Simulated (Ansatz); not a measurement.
**Effective masses and thermopower of CdS under load (space group P6_3mc)**

Data:

```yaml
crystal:
  lattice:
    - [4.03950, 0.00000, 0.00000]
    - [-2.01975, 3.49831, 0.00000]
    - [0.00000, 0.00000, 6.83989]
  atoms:
    - { symbol: Cd, position: [0.66667, 0.33333, 0.50489] }
    - { symbol: Cd, position: [0.33333, 0.66667, 0.00489] }
    - { symbol: S, position: [0.66667, 0.33333, 0.87211] }
    - { symbol: S, position: [0.33333, 0.66667, 0.37211] }
```

Level of theory: PBEsol with spin-orbit coupling, rigid bands (plane waves, PAW; Ansatz, a first-principles code). Condition of this run: biaxial stress xx = yy = 2 GPa (compression positive) (the target of the relaxation). How the cell was made: cell and atoms relaxed with PBEsol, then loaded as said.

* **band gap**: 1.03 eV
* **electron conductivity mass (300 K, dilute)**: 0.140 (x), 0.140 (y), 0.121 (z) mₑ
* **hole conductivity mass (300 K, dilute)**: 1.01 (x), 1.01 (y), 1.62 (z) mₑ
* **effective density of states N_c (300 K)**: 1.2e18 cm⁻³
* **effective density of states N_v (300 K)**: 3.5e19 cm⁻³
* **density-of-states mass, electrons**: 0.128 mₑ
* **density-of-states mass, holes**: 1.24 mₑ
* **Seebeck coefficient, n-type 1e19 cm⁻³, 300 K**: -82 μV/K
* **best n-type power factor at 300 K for τ = 10 fs (best axis; densities from 1e16 to 1e21 cm⁻³ tried, whether or not they can be reached)**: 1.53 μW/(cm·K²) at 3e18 cm⁻³
* **Seebeck coefficient, p-type 1e19 cm⁻³, 300 K**: 362 μV/K
* **best p-type power factor at 300 K for τ = 10 fs (best axis; densities from 1e16 to 1e21 cm⁻³ tried, whether or not they can be reached)**: 9.0 μW/(cm·K²) at 3e20 cm⁻³

Rigid bands; masses and Seebeck coefficients take one relaxation time τ for all states and one kind of carrier; polarons and phonon drag are left out.
